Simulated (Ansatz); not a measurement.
Consider Si in the diamond structure (space group Fd-3m, No. 227; a = 5.434 Å). Axes: x, y, z lie along the cube axes.

All numbers come from plane-wave PAW DFT at the PBEsol level (Ansatz, an electronic-structure program, 420 eV), scalar-relativistic without spin-orbit coupling.

For the base:

| Property | Result |
|---|---|
| Smallest direct gap | 2.52 eV |
| Pressure | -0.01 GPa |
| Band gap | 0.47 eV |

Perturbation: compressive biaxial strain of 0.83 % in the plane normal to [111], as in epitaxy on a mismatched substrate; the out-of-plane cell vector and the atoms relax.

Task: What happens to the smallest direct gap, pressure and band gap?

Result: The smallest direct gap shrinks by 0.15 eV (2.52 eV → 2.37 eV); the pressure (mean of the normal stresses, compression positive) increases by 1.224 GPa to 1.22 GPa; the band gap drops by 0.072 eV, from 0.47 eV to 0.39 eV.

Whether these cells are dynamically stable was not tested.
